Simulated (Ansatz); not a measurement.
Data:

```
AlP
1.0
    0.00000     2.66172     2.66172
    2.66172     0.00000     2.66172
    2.66172     2.66172     0.00000
Al P
1 1
Cartesian
  0.00000   0.00000   0.00000
  1.33086   1.33086   1.33086
```

These are PBE with spin-orbit coupling, rigid bands (plane waves, PAW; Ansatz, an electronic-structure program) values and carry that method's errors. Condition of this run: hydrostatic pressure of 8.4 GPa (compression positive) (the target of the relaxation). Cell: cell and atoms relaxed with PBEsol, then loaded as said.

Predict the electron conductivity mass (n e² τ/σ) at 300 K, by direction if it differs.

0.32 mₑ.

Predict the hole conductivity mass (n e² τ/σ) at 300 K, by direction if it differs.

0.67 mₑ.

And the band gap?

1.40 eV at this level; semilocal functionals usually fall short of the measured gap.

Rigid bands, one relaxation time for all states, no polarons. Geometry: cell and atoms relaxed with PBEsol.
